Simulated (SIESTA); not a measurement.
Band structure of MoIr (P-6m2, 2 atoms in the cell).

```
MoIr
1.0
    2.79205     0.00000     0.00000
   -1.39603     2.41799     0.00000
    0.00000     0.00000     4.46992
Mo Ir
1 1
Direct
  0.00000   0.00000   0.00000
  0.33333   0.66667   0.50000
```

Computed with LDA PW92, numerical atomic orbitals DZP, PseudoDojo LDA standard norm-conserving potentials (rewritten from UPF to PSML) run with SIESTA.

Settings: XC.functional = LDA; XC.authors = PW92; potentials = PseudoDojo LDA standard; PAO.BasisSize = DZP; PAO.EnergyShift = 0.01 Ry; MeshCutoff = 300 Ry; kgrid.MonkhorstPack = 18 18 10; OccupationFunction = FD; ElectronicTemperature = 580.23 K; MaxSCFIterations = 150; SCF.Mixer.Method = Broyden; SCF.Mixer.Weight = 0.25; SCF.Mixer.History = 8; SCF.DM.Tolerance = 1.0E-05.

The starting cell comes from a database of computed structures (which also holds hypothetical and non-ambient phases and stackings), without a prior relaxation at this level. Spin-orbit coupling is off. Spin polarisation is off. Values carry the incompleteness of an atom-centred basis.

Levels in eV from the Fermi level, bands 12 to 17:
```csv
point,12,13,14,15,16,17
Γ,-3.08,-2.04,-1.36,-1.36,-0.60,-0.60
M,-2.86,-1.92,-1.71,-1.14,0.90,2.99
K,-3.86,-3.34,-1.80,-0.34,1.41,2.03
A,-3.27,-3.27,-1.98,-1.98,-1.94,0.70
L,-3.70,-1.70,-0.10,0.46,1.15,1.42
H,-4.09,-3.50,-1.49,-0.72,-0.22,1.21
```

Bands cross the Fermi level along this path, so the cell is metallic at this level.

Higher empty bands are left out: an atom-centred basis made for the valence describes them poorly.
